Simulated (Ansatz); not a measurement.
## Response to strain in MgO

Start from MgO in the rock salt structure (space group Fm-3m, No. 225; a = 4.2044 Å). Axes: x, y, z lie along the cube axes.

Strains are applied to the cell and any free atomic positions relax.

Calculations: Ansatz (a quantum-chemistry and plane-wave program), r2SCAN, PAW, cutoff 500 eV, no spin-orbit coupling.

Notes on the quantities. energy relative to the base: free energy F.

```csv
uniaxial strain ε_zz (%),energy relative to the base (meV/atom)
-3,9.2
-2.5,6.3
-2,3.9
-1.5,?
-1,0.9
-0.5,0.2
0,0.0
```

Task: Fit ΔE = Aε² + Bε³ (ε in %) to the rows shown and predict the withheld row.

Result: Least squares on the printed values gives A = 0.886 and B = -0.046 meV/atom (largest residual 0.0 meV/atom); this predicts 2.1 meV/atom, and the run gives 2.2 meV/atom, in agreement.

No phonon test of stability was made.
